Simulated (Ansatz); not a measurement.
GaS (R-3m), PBEsol+D3BJ with spin-orbit coupling, rigid bands in Ansatz (an electronic-structure program): N_c = 4.07e19 cm⁻³ at 300 K and an electron conductivity mass of 0.537 mₑ along x (a = (1.77, 1.02, 7.49) Å; b = (-1.77, 1.02, 7.49) Å; c = (0.00, -2.05, 7.49) Å).

**Question.** For 1e16 electrons per cm³ at 300 K, place the Fermi level, estimate the Seebeck coefficient of a parabolic band with constant τ, and give mobility and conductivity for τ = 50 fs.

**Answer.** The level lies k_BT ln(N_c/n) = 0.215 eV below the conduction-band minimum. S ≈ −(k_B/e)[ln(N_c/n) + 5/2] = -932 μV/K, against -927 μV/K from the full bands (mean over directions). μ = eτ/m = 164 cm²/(V·s) and σ = neμ = 0.262 S/cm. τ is assumed, not computed.

Band transport and this doping are assumed; polarons and phonon drag are left out. Geometry: cell and atoms relaxed with PBEsol+D3(BJ).

Computed structure with no diffraction record at hand here (it may be known, metastable or hypothetical): GaS (R-3m). PBEsol with a dispersion correction tends to overbind, so the cell can be several per cent short, in bad cases over ten, which usually narrows a gap: GaS (R-3m).
